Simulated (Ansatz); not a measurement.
We consider BAs (model structure, started from the BN type, Pm-3n, No. 223, 12 atoms in the cell), described by PBEsol in Ansatz (plane waves, PAW).

Run with plane-wave cutoff 520 eV, 6×6×6 k mesh, Fermi–Dirac smearing 0.01 eV, scalar-relativistic PAW data made under PBE.

Cell (relaxed at this level):

AsB is taken in the cubic space group Pm-3n (No. 223), Pearson symbol cP12. Cell: a = b = c = 5.8743 Å, α = β = γ = 90.00°. B on 6c sees 4 As at 2.077 Å. As on 6d is coordinated by 4 B at 2.077 Å and 2 As at 2.937 Å. (Neighbours: up to the widest gap in distance over summed covalent radii, below 1.35, at either atom.)

Predict the band gap and Γ–Γ gap.


band gap: 0.53 eV (on the SCF k mesh)
Γ–Γ gap: 1.00 eV

Note: the relaxation could raise the start's symmetry but not lower it, so the cell can be a saddle point.

Spin–orbit coupling is not included.

A model structure was made by putting elements into a prototype or built by hand; it is no filed structure, need not be a known phase, and can be a saddle point held by its symmetry.

Ansatz is a program for electronic structure.
